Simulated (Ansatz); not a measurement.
## ZnS: strain along the normal

ZnS (zinc blende, F-43m, 18.576 Å³/atom at rest) under an equal strain ε in the (001) plane with the normal axis free, as in a coherent film. LDA in Ansatz, a plane-wave DFT program (PAW, default set), 420 eV, 11×11×11 Γ-centred mesh, Fermi-Dirac smearing 0.05 eV; ions are relaxed within the symmetry of each cell.

Here s stands for strain and y for normal strain.

| strain (%) | normal strain (%) |
|---|---|
| -3.00 | ? |
| -1.50 | 1.81 |
| -1.00 | 1.20 |
| -0.50 | 0.60 |
| 0.00 | 0.00 |
| 0.50 | -0.62 |
| 1.00 | -1.24 |
| 1.50 | -1.86 |

The 7 complete rows are fitted with a straight line, y against s. Means: s 0, y -0.016. About the means, the sum of products is -8.5550 and the sum of squares of s is 7.0000; the slope is their ratio. Least squares gives y = -0.016 - 1.2221·s. Residuals (row less fit): -0.007, -0.006, 0.005, 0.016, 0.007, -0.002, -0.011; standard error 0.010 (degrees of freedom: 5). The slope, -1.22 ± 0.00, is the elastic response of the normal axis, −2C12/C11 for this plane.

Task: Estimate the missing y (s = -3.00); what did the run itself give?

Result: y = -0.016 - 1.2221 × (-3.0) = 3.650%. The calculation gives 3.58%, 0.070% below the prediction (1.3 % of the range of y in the table). The row lies outside the fitted rows, so this is an extrapolation. From the scatter of the fitted rows alone, a prediction at this place has a standard error of 0.016%, so the miss is 4.4 times that.

One order more, fitted to all 13 runs of the series, follows each within 0.01, so the miss is the next term of a smooth law. Rows are the converged runs of the series near zero and its far end; series whose fitted rows scatter by over a few per cent of the range, as at a crossing or softening among them, aren't shown in this form. Most that stay on the fit to the last digits aren't either.
